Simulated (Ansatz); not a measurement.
Band structure of Zr (P6_3/mmc, 2 atoms in the cell).

```
CELL_PARAMETERS angstrom
      3.20587     0.00000     0.00000
     -1.60293     2.77636     0.00000
      0.00000     0.00000     5.11895
ATOMIC_POSITIONS crystal
  Zr 0.33333 0.66667 0.25000
  Zr 0.66667 0.33333 0.75000
```

Computed with PBE (plane waves, PAW; Ansatz, an electronic-structure program).

Settings: kpoints.mp_grid.grid = 16 16 9; hamiltonian.xc = pbe; hamiltonian.pseudopotentials = {kind: paw} (the program's default PAW files); scf.occupations.method = fermi_dirac; scf.occupations.width = 0.1 eV; kpoints.band_path.npoints = 8.

The starting cell comes from a database of computed structures (which also holds hypothetical and non-ambient phases and stackings), without a prior relaxation at this level. Its lattice was rescaled by a random factor within 2.5 % of one.

Levels in eV from the Fermi level, bands 9 to 15:
```csv
point,9,10,11,12,13,14,15
Γ,-5.66,-3.06,0.90,0.90,1.03,1.27,1.60
M,-2.62,-2.51,-2.18,-0.13,0.58,0.82,1.52
K,-2.14,-1.33,-1.33,-1.11,0.30,0.30,1.87
A,-3.93,-3.93,0.06,0.06,0.80,0.80,0.80
L,-2.90,-2.90,-1.07,-1.07,1.74,1.74,2.29
H,-1.45,-1.45,-1.27,-1.27,0.02,0.02,2.10
```

Bands cross the Fermi level along this path, so the cell is metallic at this level.

Keys are those of Ansatz 0.2.
